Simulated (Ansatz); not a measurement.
# Point defect Se on the Si site + Se on the Si site + Se on the Si site + Se on the Si site (Se_Si+Se_Si+Se_Si+Se_Si) in silicon

Calculation: PBE, PAW (plane waves to 420 eV; Ansatz, a quantum-chemistry and plane-wave program). Cell: 216 sites, 3×3×3 repeats of a cell of 8 atoms; final energies on a 2×2×2 shifted mesh. Site at the start: a built cluster, 3.9 Å across. Finite-size correction: monopole term and site-potential alignment. Dielectric constants: PBE linear response of the host. Host gap at this level: 0.61 eV. A cell of this size leaves errors of a few tenths of an eV. The semilocal functional narrows the gap, so deep levels can fall outside it. Spin–orbit coupling is left out. Each state is the lowest found from its start.

Formation energies E_f are given with the Fermi level at the valence-band maximum. Chemical conditions: host crystal and elements as references (Δμ(Si) = 0.00 eV, Δμ(Se) = 0.00 eV; Se taken from its element, since no compound that bounds it was computed at this level; only phases computed here count, gases as isolated molecules at 0 K). Reference phases: Se: trigonal Se, Si: silicon.

The name describes the start; the neighbours show where the atoms ended.

Charges with a result: +1, 0, −1. Others weren't obtained, and one of them could lie lower, also by skipping a charge.

```json
[
 {"charge": "+1", "moment (μB)": "0.9", "point group": "Td", "largest move off a lattice site (Å)": "0.27", "neighbours of the last Se atom of the defect at the end (Å)": "Si 2.54, Si 2.54, Si 2.54, Si 2.55", "image correction with alignment (eV)": "0.21", "E_f, host crystal and elements as references (eV)": "5.51"},
 {"charge": "0†", "moment (μB)": "not spin-polarised", "point group": "–", "largest move off a lattice site (Å)": "0.26", "neighbours of the last Se atom of the defect at the end (Å)": "Si 2.52, Si 2.52, Si 2.53, Si 2.58", "image correction with alignment (eV)": "0.00", "E_f, host crystal and elements as references (eV)": "6.06"},
 {"charge": "−1†", "moment (μB)": "quenched", "point group": "–", "largest move off a lattice site (Å)": "0.27", "neighbours of the last Se atom of the defect at the end (Å)": "Si 2.53, Si 2.53, Si 2.53, Si 2.59", "image correction with alignment (eV)": "-0.07", "E_f, host crystal and elements as references (eV)": "–"}
]
```

† Not settled in this cell, so no level is given: charge 0: level within 0.1 eV of a band edge or past it; charge −1: a level filled in part, carriers not clearly localised, level within 0.1 eV of a band edge or past it.

Point groups are those of the whole cell at tolerances of 0.03 and 0.1 Å ("near" where only the looser one holds); none is given for unsettled states.

Starting moments that weren't kept: charge −1 began with 1 μB and ended with 0.0.

All states together cost very roughly 5 core-hours.
